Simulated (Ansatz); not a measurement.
The parent structure is AlAs in the zinc blende structure (space group F-43m, No. 216; a = 5.675 Å).

Structures relaxed with Ansatz (a program for electronic structure) PBEsol, no spin-orbit coupling.

Base:

Simulated powder pattern, Cu Kα, λ = 1.54184 Å (kinematic, ideal powder, no thermal factors, no anomalous dispersion; the 8 strongest lines at most, above 2 %, up to 2θ = 90°):

```tsv
2θ (°)	I/Imax (%)	hkl
27.22	100	(111)
31.53	19	(200)
45.19	60	(220)
53.56	45	(311)
65.83	9.6	(400)
72.62	18	(331)
83.45	20	(422)
89.81	14	(511)
```

Modification: full substitution Al → Mg, then cell and atoms are relaxed.

After the change:

Simulated powder pattern, Cu Kα, λ = 1.54184 Å (kinematic, ideal powder, no thermal factors, no anomalous dispersion; the 8 strongest lines at most, above 2 %, up to 2θ = 90°):

```json
[
 {"2θ (°)": "25.66", "d (Å)": "3.471", "I/Imax (%)": "100", "hkl": "(111)"},
 {"2θ (°)": "29.72", "d (Å)": "3.006", "I/Imax (%)": "20", "hkl": "(200)"},
 {"2θ (°)": "42.53", "d (Å)": "2.126", "I/Imax (%)": "61", "hkl": "(220)"},
 {"2θ (°)": "50.33", "d (Å)": "1.813", "I/Imax (%)": "46", "hkl": "(311)"},
 {"2θ (°)": "61.71", "d (Å)": "1.503", "I/Imax (%)": "9.8", "hkl": "(400)"},
 {"2θ (°)": "67.96", "d (Å)": "1.379", "I/Imax (%)": "18", "hkl": "(331)"},
 {"2θ (°)": "77.83", "d (Å)": "1.227", "I/Imax (%)": "20", "hkl": "(422)"},
 {"2θ (°)": "83.55", "d (Å)": "1.157", "I/Imax (%)": "14", "hkl": "(511)"}
]
```

The indices refer to each structure's own conventional cell; one index is shown for lines that coincide.

Stability against distortions was not tested. As relaxed here, MgAs is a hypothetical phase, not in the database extracts checked. All final runs are without spin polarisation. An odd electron count without spin: MgAs.
